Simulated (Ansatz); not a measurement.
The starting structures come from a database of crystals and need not be the phases stable at ambient conditions.

The decay constant κ of evanescent states in the gap governs leakage through a thin film.

Input:

```
PtCl2
1.0
    8.09688    -0.11346     0.00000
    3.17767     8.02243     0.00000
   -2.45961     4.06794     6.55550
Pt Cl
6 12
Cartesian
 -0.38345   1.65119   1.67068
  9.19839  10.32573   4.88481
  5.25382   5.60567   4.88481
  3.56112   6.37125   1.67069
  2.30690   0.58554   0.00000
  8.96765   7.32343   0.00000
  3.17767   8.02243   3.25290
  5.63728   3.95449   3.30259
  3.01816   4.99191   4.92905
  5.79679   6.98500   1.62645
  0.15951   3.03052   4.92905
  5.47776   0.92397   1.62645
  3.94689   4.80221   0.00000
  4.86805   7.17471   6.55550
  1.29572   5.85233   1.64635
 -0.57767   6.23804   4.90915
  6.93300   9.80682   4.90915
  1.88194   2.17010   1.64635
```

Space group of this cell: R-3m. The cell was relaxed by PBE-D3(BJ); by PBEsol its mean pressure is -1.7 GPa.

Transport runs along the normal of the first two printed cell vectors, the (110) plane of the conventional cell.

The gap is the functional's own, uncorrected, and κ follows it; spin-orbit coupling is left out. Mid-gap values are interpolated between the computed energies.

**Question.** Give the band gap and the smallest decay constant κ at mid-gap that PBEsol (Ansatz, a program for electronic structure) yields.

**Answer.** Gap 1.50 eV on a 6×6×6 mesh; κ = 0.335 1/Å, at (0.000, 0.250) of the in-plane reciprocal vectors. At the zone centre, at the nearest computed energy, the slowest state has κ = 0.34 1/Å.
